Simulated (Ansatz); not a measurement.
The parent structure is MgO in the rock salt structure (space group Fm-3m, No. 225; a = 4.204 Å). Axes: x, y, z lie along the cube axes.

Computed with r2SCAN (Ansatz, a program for electronic structure), scalar-relativistic without spin-orbit coupling.

Modification: the cell is scaled by 1.0150 in all directions; the atoms relax in the strained cell.

Task: Predict the stress tensor and what it implies for the stiffness.

Result: Stress of the strained cell less that of the base (GPa, compression positive):
```
  -6.80    0.00    0.00
   0.00   -6.80    0.00
   0.00    0.00   -6.80
```

Then B = −ΔP/(ΔV/V₀) with ΔV/V₀ = 0.0457 gives secant stiffness values (nonlinear terms included at this strain): B ≈ 149 GPa.

As a check, the harmonic strain energy −½ V₀ Δσ:ε is 8.9 meV/atom; the computed energy rise is 9.3 meV/atom.

No phonon test of stability was made.
